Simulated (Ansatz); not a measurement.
**TaRu: response to strain**

The reference is TaRu (space group P4/mmm, No. 123; relaxed with 0.1 eV smearing).

```xyz
2
Lattice="3.0254 0.0000 0.0000 0.0000 3.0254 0.0000 0.0000 0.0000 3.3854" Properties=species:S:1:pos:R:3 pbc="T T T"
Ta     1.5127     1.5127     1.6927
Ru     0.0000     0.0000     0.0000
```

Cartesian axes are those of the cell as printed.

Strains are applied to the cell and any free atomic positions relax.

All numbers come from PBEsol/PAW in Ansatz (a quantum-chemistry and plane-wave program), spin-orbit coupling left out.

Notes on the quantities. energy relative to the base: free energy F; pressure: mean of the normal stresses, compression positive.

```csv
variant,shortest interatomic distance,energy relative to the base,pressure
base,2.728 Å,0 meV/atom,0.0 GPa
isotropic strain +2.97 %,2.809 Å,?,?
uniaxial strain ε_xx = −4.08 %,2.694 Å,+36 meV/atom,12.6 GPa
uniaxial strain ε_zz = +2.47 %,2.754 Å,+11 meV/atom,-6.2 GPa
```

**Question.** What belongs in the blanks?

**Answer.** 
- isotropic strain +2.97 %, energy relative to the base: +95 meV/atom
- isotropic strain +2.97 %, pressure: -19.8 GPa

No phonon test of stability was made. All final runs are without spin polarisation.
